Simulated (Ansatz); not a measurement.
A computed series for AlP: alloy series

The reference is AlP in the zinc blende structure (space group F-43m, No. 216; a = 5.471 Å).

The other end (x = 1) is LuP in the zinc blende structure (space group F-43m, No. 216; a hypothetical phase, not in the database extracts checked): 28.19 Å³/atom, gap 1.54 eV; this end may not be an ambient phase.

Lu replaces a fraction x of Al; each row is one arrangement (x, atoms in the cell, starting space group or random), fully relaxed.

Method: PBEsol (Ansatz, a quantum-chemistry and plane-wave program), no SOC.

Candidates:
(a) x(Lu) = 0.75, 8 atoms, I-42m
(b) x(Lu) = 0.667, 6 atoms, I-4m2
(c) x(Lu) = 0.25, 8 atoms, I-42m

For the base:

The band gap comes out as 1.45 eV.

### Question
Order them by band gap, lowest first.

### Answer
(b) x(Lu) = 0.667, 6 atoms, I-4m2 (0.90 eV), (a) x(Lu) = 0.75, 8 atoms, I-42m (1.31 eV), (c) x(Lu) = 0.25, 8 atoms, I-42m (1.42 eV)

These are small ordered cells, not random alloys; other orderings at the same x differ. Stability against distortions was not tested.
